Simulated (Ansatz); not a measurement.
Start from Mo in the bcc (W type) structure (space group Im-3m, No. 229; a = 3.1115 Å; relaxed with 0.1 eV smearing). Axes: x, y, z lie along the cube axes.

Level of theory: Ansatz (an electronic-structure program), LDA, PAW, cutoff 420 eV, no SOC.

Strains are applied to the cell and any free atomic positions relax; under biaxial strain the out-of-plane vector relaxes too.

One change was made to it. Results:

The energy increases by 45 meV/atom; the pressure (mean of the normal stresses, compression positive) goes from zero to -10.1 GPa.

Which change produced these results?
A) biaxial strain +2.50 %, plane normal [001], relaxed out of plane
B) biaxial strain +1.50 %, plane normal [001], relaxed out of plane
C) biaxial strain −3.00 %, plane normal [001], relaxed out of plane
D) biaxial strain +3.00 %, plane normal [001], relaxed out of plane
E) biaxial strain +2.00 %, plane normal [001], relaxed out of plane

D, biaxial strain +3.00 %, plane normal [001], relaxed out of plane. For comparison, the energy relative to the base in the other runs: biaxial strain −3.00 %, plane normal [001], relaxed out of plane gives +50 meV/atom; biaxial strain +1.50 %, plane normal [001], relaxed out of plane gives +12 meV/atom; biaxial strain +2.50 %, plane normal [001], relaxed out of plane gives +32 meV/atom; biaxial strain +2.00 %, plane normal [001], relaxed out of plane gives +20 meV/atom.

No phonon test of stability was made. The final runs are not spin-polarised.
